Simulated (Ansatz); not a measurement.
```
CELL_PARAMETERS angstrom
     27.50000     0.00000     0.00000
      0.00000    27.50000     0.00000
      0.00000     0.00000     4.04000
ATOMIC_POSITIONS crystal
  Ge 0.76933 0.54050 0.50000
  Ge 0.78464 0.58778 0.00000
  Ge 0.72509 0.65335 0.00000
  Ge 0.71837 0.70259 0.50000
  Ge 0.63626 0.73582 0.50000
  Ge 0.60884 0.77728 0.00000
  Ge 0.52045 0.77159 0.00000
  Ge 0.47776 0.79704 0.50000
  Ge 0.40058 0.75357 0.50000
  Ge 0.35108 0.75797 0.00000
  Ge 0.30041 0.68532 0.00000
  Ge 0.25390 0.66781 0.50000
  Ge 0.23977 0.58037 0.50000
  Ge 0.20546 0.54441 0.00000
  Ge 0.23067 0.45950 0.00000
  Ge 0.21536 0.41222 0.50000
  Ge 0.27491 0.34665 0.50000
  Ge 0.28163 0.29741 0.00000
  Ge 0.36374 0.26418 0.00000
  Ge 0.39116 0.22272 0.50000
  Ge 0.47955 0.22841 0.50000
  Ge 0.52224 0.20296 0.00000
  Ge 0.59942 0.24643 0.00000
  Ge 0.64892 0.24203 0.50000
  Ge 0.69959 0.31468 0.50000
  Ge 0.74610 0.33219 0.00000
  Ge 0.76023 0.41963 0.00000
  Ge 0.79454 0.45559 0.50000
```

All values below come from PBE (plane waves to 420 eV, PAW; Ansatz, a first-principles code). Mesh 1×1×18. No spin polarisation. Isolated but for its images some 11 Å away. A hypothetical model, rolled from the flat sheet. Only distortions within the start's symmetry and period were free. Values not marked SOC lack spin–orbit coupling.

**Question.** Tabulate the two highest filled and two lowest empty levels along the axis, from the valence top.

**Answer.** 
| k (2π/c) | v2 (eV) | v1 (eV) | c1 (eV) | c2 (eV) |
|---|---|---|---|---|
| 0.000 | -0.37 | -0.27 | 0.53 | 0.80 |
| 0.042 | -0.44 | -0.34 | 0.78 | 0.81 |
| 0.083 | -0.53 | -0.44 | 0.82 | 1.04 |
| 0.125 | -0.64 | -0.58 | 0.81 | 1.05 |
| 0.167 | -0.76 | -0.52 | 0.76 | 1.02 |
| 0.208 | -0.64 | -0.38 | 0.67 | 0.95 |
| 0.250 | -0.51 | -0.22 | 0.55 | 0.84 |
| 0.292 | -0.38 | -0.07 | 0.40 | 0.71 |
| 0.333 | -0.31 | -0.01 | 0.34 | 0.60 |
| 0.375 | -0.33 | -0.18 | 0.48 | 0.59 |
| 0.417 | -0.48 | -0.42 | 0.70 | 0.71 |
| 0.458 | -0.70 | -0.69 | 0.72 | 0.72 |
| 0.500 | -0.94 | -0.94 | 0.71 | 0.71 |
